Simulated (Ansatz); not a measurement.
# What strain tensor (xx, yy, zz, yz, xz, xy) = (−2.08, +0.63, −0.09, −1.26, +0.77, −0.52) % does to Si

The reference is Si in the diamond structure (space group Fd-3m, No. 227; a = 5.444 Å). Axes: x, y, z lie along the cube axes.

Now apply this change: the symmetric strain tensor [-0.0208 -0.0052 0.0077; -0.0052 0.0063 -0.0126; 0.0077 -0.0126 -0.0009], atoms relaxed at fixed cell.

Level of theory: plane-wave PAW DFT at the r2SCAN level (Ansatz, a program for electronic structure, 500 eV), scalar-relativistic without spin-orbit coupling, earlier PAW set. k-mesh 10×10×10 (Γ-centred); smearing 0.05 eV (Fermi–Dirac).

The volume per atom decreases by 0.32 Å³ (20.17 Å³ → 19.85 Å³) and the space group becomes P-1 (No. 2) (base: Fd-3m (No. 227)). The shortest interatomic distance drops by 0.023 Å (2.357 Å → 2.334 Å) and the energy increases by 9.1 meV/atom. The pressure (mean of the normal stresses, compression positive) goes from zero to 1.57 GPa and the band gap decreases by 0.385 eV, from 0.78 eV to 0.39 eV. The gap character is indirect, Γ → Γ–V (87 % along) and the valence-band top at Γ (three highest levels, from the VBM) goes from 0.00, 0.00, 0.00 eV to 0.00, -0.10, -0.35 eV. The valley order (the lowest conduction-band minima on the path, energy above the VBM, named in the base's zone) goes from a point along ⟨100⟩, about 1.0 Å⁻¹ from Γ 0.78 eV; L along ⟨111⟩ 1.84 eV to a point along [100], about 1.0 Å⁻¹ from Γ 0.39 eV; a point along [001], about 1.0 Å⁻¹ from Γ 0.63 eV; a point along [010], about 1.0 Å⁻¹ from Γ 0.68 eV; L along [1-1-1] 1.55 eV and the stress (xx, yy, zz, yz, xz, xy; compression positive) amounts to (3.17, 0.35, 1.19, 2.03, -1.31, 0.88) GPa.

Cost of the whole job for the changed cell (relaxation, final SCF and bands): around 60 core-seconds (rough).

Whether these cells are dynamically stable was not tested. k-point labels follow each cell's own Brillouin zone.
